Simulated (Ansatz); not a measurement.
The parent structure is NaCl in the rock salt structure (space group Fm-3m, No. 225).

```yaml
crystal:
  lattice:
    - [0.00000, 2.80386, 2.80386]
    - [2.80386, 0.00000, 2.80386]
    - [2.80386, 2.80386, 0.00000]
  atoms:
    - { symbol: Cl, position: [0.00000, 0.00000, 0.00000] }
    - { symbol: Na, position: [0.50000, 0.50000, 0.50000] }
```

Cartesian axes are those of the cell as printed.

The values are results of r2SCAN in Ansatz (plane waves to 500 eV, PAW, scalar-relativistic without spin-orbit coupling), not measurements.

For the base:

```
Item                     Result
---------------  --------------
Volume per atom        22.04 Å³
Electron mass    0.40 mₑ (at Γ)
```

One thing is altered: biaxial strain −1.69 %, plane normal [111], relaxed out of plane (Cartesian); in-plane vectors clamped, the third vector and the atoms free.

How does this affect the volume per atom?

The volume per atom decreases by 0.45 Å³ to 21.59 Å³.

How does this affect the electron mass?

The electron mass becomes 0.39 mₑ out of plane, 0.41 mₑ in plane (at Γ) (base: 0.40 mₑ (at Γ)).

The levels and masses belong to the bands next to the band gap. Masses are band curvatures over ±0.01 Å⁻¹ around the edge. Whether these cells are dynamically stable was not tested.

Ansatz is a program for electronic structure.
